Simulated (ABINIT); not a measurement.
ABINIT run on Ba2RuN2 (I4/mmm, 5 atoms in the cell): self-consistent single point.

Computed with PBEsol, PAW (JTH v2.0 PBE PAW, files made for PBE) (plane waves; ABINIT 10.0.3).

```yaml
crystal:
  lattice:
    - [-2.09981, 2.09981, 6.60856]
    - [2.09981, -2.09981, 6.60856]
    - [2.09981, 2.09981, -6.60856]
  atoms:
    - { symbol: Ba, position: [0.13901, 0.13901, 0.00000] }
    - { symbol: Ba, position: [0.86099, 0.86099, 0.00000] }
    - { symbol: Ru, position: [0.50000, 0.50000, 0.00000] }
    - { symbol: N, position: [0.63796, 0.63796, 0.00000] }
    - { symbol: N, position: [0.36204, 0.36204, 0.00000] }
```

Reference input (self-consistent single point, DFT, LDA (PW92), plane waves, PAW (JTH v2.0 LDA PAW)): pseudos = [Ba.LDA_PW-JTH.xml, Ru.LDA_PW-JTH.xml, N.LDA_PW-JTH.xml]; ecut = 707 eV; pawecutdg = 1415 eV; pawxcdev = 0; occopt = 3; tsmear = 0.00183747 Ha; ngkpt = 6 6 6; nshiftk = 1; shiftk = 0 0 0; potentials = JTH v2.0 LDA PAW; nband = 30; kptopt = 1. This run's input differs from it in these lines:

```diff
@@ -1,4 +1,4 @@
-# Ba2RuN2, JTH v2.0 LDA PAW
+# Ba2RuN2, JTH v2.0 PBE PAW
 pp_dirpath "./"
-pseudos "Ba.LDA_PW-JTH.xml, Ru.LDA_PW-JTH.xml, N.LDA_PW-JTH.xml"
+pseudos "Ba.GGA_PBE-JTH.xml, Ru.GGA_PBE-JTH.xml, N.GGA_PBE-JTH.xml"
 acell 3*1.0
@@ -21,2 +21,3 @@
 pawxcdev 0
+ixc -116133
 occopt 3
```

Its files differ too (potentials: JTH v2.0 LDA PAW → JTH v2.0 PBE PAW).

The program printed (abridged):

```
--- !BeginCycle
solver: {iscf: 17, nstep: 80, nline: 4, wfoptalg: 10, }
tolerances: {tolvrs: 1.00E-11, }
...

     iter   Etot(hartree)      deltaE(h)  residm     nres2
 ETOT  1  -165.19325422145    -1.652E+02 9.830E+00 1.462E+02
 ETOT  2  -167.57646133754    -2.383E+00 7.710E-02 1.933E+02
 ETOT  3  -167.42898393382     1.475E-01 4.192E-02 2.835E+01
 ETOT  4  -167.42705948580     1.924E-03 1.436E-02 1.208E+01
 ETOT  5  -167.41993304177     7.126E-03 7.437E-03 5.463E+00
   [... 11 lines left out ...]
 ETOT 17  -167.41709874859     1.592E-12 4.300E-04 3.185E-09
 ETOT 18  -167.41709874859    -1.535E-12 2.845E-04 3.551E-10
 ETOT 19  -167.41709874859    -1.506E-12 2.246E-04 1.845E-10
 ETOT 20  -167.41709874859    -5.940E-12 1.478E-04 2.760E-12
 At SCF step   20       nres2   =  2.76E-12 < tolvrs=  1.00E-11 =>converged.

 Cartesian components of stress tensor (hartree/bohr^3)
  sigma(1 1)=  9.87648702E-05  sigma(3 2)=  0.00000000E+00
  sigma(2 2)=  9.87648702E-05  sigma(3 1)=  0.00000000E+00
  sigma(3 3)=  1.97052144E-04  sigma(2 1)=  0.00000000E+00

 ----iterations are completed or convergence reached----

 reduced coordinates (array xred) for    5 atoms
       0.139010000000      0.139010000000      0.000000000000
       0.860990000000      0.860990000000      0.000000000000
       0.500000000000      0.500000000000      0.000000000000
       0.637959999999      0.637959999999      0.000000000000
       0.362040000001      0.362040000001      0.000000000000
 cartesian forces (eV/Angstrom) at end:
    1      0.00000000000000     0.00000000000000    -0.05546403798267
   [... lines left out ...]
 Fermi (or HOMO) energy (hartree) =   0.16348   Average Vxc (hartree)=  -0.36644
 Fermi (or HOMO) energy (eV) =   4.44852   Average Vxc (eV)=  -9.97128
   [... lines left out ...]
'-kT*entropy'       : -1.71802977808294E-04
total_energy        : -1.67417098880775E+02
total_energy_eV     : -4.55565094237233E+03
...

-Cartesian components of stress tensor (GPa)         [Pressure= -3.8697E+00 GPa]
- sigma(1 1)=  2.90576231E+00  sigma(3 2)=  0.00000000E+00
- sigma(2 2)=  2.90576231E+00  sigma(3 1)=  0.00000000E+00
- sigma(3 3)=  5.79747326E+00  sigma(2 1)=  0.00000000E+00

 Calculation completed.
```

The run converged in 20 iterations. Against the reference run the pressure goes from -6.25 to -3.87 GPa and the largest force goes from 0.993 to 0.607 eV/Å.

The starting cell comes from a database of computed structures (which also holds hypothetical and non-ambient phases and stackings), without a prior relaxation at this level. Spin polarisation is off. The potentials were made for another functional than the one used. With a pressure of about -4 GPa the cell is away from its equilibrium volume at this level.

Cost on one core of a shared machine: roughly 4 min.
